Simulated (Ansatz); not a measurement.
The starting structures come from a database of crystals and need not be the phases stable at ambient conditions.

 Where the default PAW files enter, the runs use the earlier of Ansatz's two default sets.

## Evanescent states of Ca(ZnAs)2 (P-3m1, not sure to be the ambient phase, 5 atoms a cell, 20.9 Å³ an atom, -2 GPa at this level) along the normal of (100)

The numbers are results of PBEsol (plane waves, PAW; Ansatz, a quantum-chemistry and plane-wave program), not measurements.

No gap correction and no spin-orbit coupling; mid-gap values are interpolated between computed energies.

Energies count from the valence-band top; κ is the least over a 8×4 mesh across the current.

```csv
E (eV),κ (1/Å),where
0.03,0.019,Γ
0.07,0.032,Γ
0.12,0.040,Γ
0.17,0.046,Γ
0.23,0.050,Γ
0.28,0.054,off Γ
0.33,0.043,Γ
0.38,0.021,Γ
```

Task: How thick must the barrier be to attenuate the transmission by 10^8 when the electrodes' Fermi level lies at 0.12 eV, and what attenuation does that film give at 0.28 eV?

Result: d = 8 ln 10 / (2 × 0.040) = 230.3 Å. At 0.28 eV it gives 8 × 0.054/0.040 = 10.8 decades.
